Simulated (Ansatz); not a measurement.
Consider BeTe in the zinc blende structure (space group F-43m, No. 216; a = 5.657 Å). Axes: x, y, z lie along the cube axes.

It is then changed as follows: uniaxial strain ε_zz = +1.00 %, all other strain components held at zero; the atoms relax in the strained cell.

All numbers come from r2SCAN (Ansatz, a quantum-chemistry and plane-wave program), no SOC.

**Question.** Give the band edges at the high-symmetry points of the new zone, measured from its valence-band maximum.

**Answer.** 
```tsv
point	valence edge (eV)	conduction edge (eV)
Γ	0.00	4.03
X	-2.69	2.36
P	-3.20	5.58
N	-1.10	3.46
M	-2.62	2.43
S	-2.19	3.17
S₀	-2.19	3.17
R	-3.21	5.65
G	-3.21	5.65
```

The gap is 2.36 eV, indirect, Γ → X.

Spin-orbit coupling, missing from the scalar runs, can matter with Te. Stability against distortions was not tested. k-point labels follow each cell's own Brillouin zone.
